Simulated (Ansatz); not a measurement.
# Sn under a change: Sn → Os

Start from Sn (space group I4_1/amd, No. 141; a = 5.833 Å, c = 3.158 Å).

It is then changed as follows: full substitution Sn → Os; the structure is relaxed again.

Computed with Ansatz (a first-principles code) PBEsol, no SOC. Settings: 20×20×20 k-points, 0.05 eV Fermi–Dirac smearing, for the changed cell.

```csv
quantity,base,changed,shift
density,7.34 g/cm³,20.18 g/cm³,+12.84 g/cm³
lattice parameter a,5.833 Å,4.828 Å,-1.0044 Å
c/a ratio,0.541,0.556,+0.015
space group,I4_1/amd (No. 141),I4_1/amd (No. 141),–
shortest interatomic distance,3.021 Å,2.506 Å,-0.5156 Å
band gap,zero,zero,–
```

Final structure:

```yaml
crystal:
  lattice:
    - [-2.41425, 2.41425, 1.34266]
    - [2.41425, -2.41425, 1.34266]
    - [2.41425, 2.41425, -1.34266]
  atoms:
    - { symbol: Os, position: [0.75000, 0.25000, 0.50000] }
    - { symbol: Os, position: [0.00000, 0.00000, 0.00000] }
```

No phonon test of stability was made. As relaxed here, Os is a hypothetical phase, not in the database extracts checked. All final runs are without spin polarisation. Os has a high density of states at the Fermi level and may be magnetic at this level.
